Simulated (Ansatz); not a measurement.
**TaC (Fm-3m): band-structure transport figures**

Here is the system:

```xyz
2
Lattice="0.0000 2.2154 2.2154 2.2154 0.0000 2.2154 2.2154 2.2154 0.0000" Properties=species:S:1:pos:R:3 pbc="T T T"
Ta     0.0000     0.0000     0.0000
C      2.2154     2.2154     2.2154
```

All values below come from PBEsol, rigid bands (plane waves, PAW, scalar-relativistic; Ansatz, a quantum-chemistry and plane-wave program). Condition of this run: hydrostatic pressure 2 GPa (the target of the relaxation). How the cell was made: cell and atoms relaxed with PBEsol, then loaded as said.

```json
{
 "density of states at the Fermi level": "0.613 states/(eV·cell), both spins",
 "bare Sommerfeld coefficient": "0.72 mJ/(mol of atoms·K²)",
 "drude_plasma_energy": "8.3 eV",
 "root-mean-square Fermi velocity": "9.7e5 m/s",
 "resistivity times τ": "7.0 ×10⁻²² Ω·m·s"
}
```

A metal at this level (no band gap); rigid bands, thermally averaged at 300 K, both spins. Spin-orbit coupling is left out, which matters with elements this heavy. τ is one relaxation time for all states.
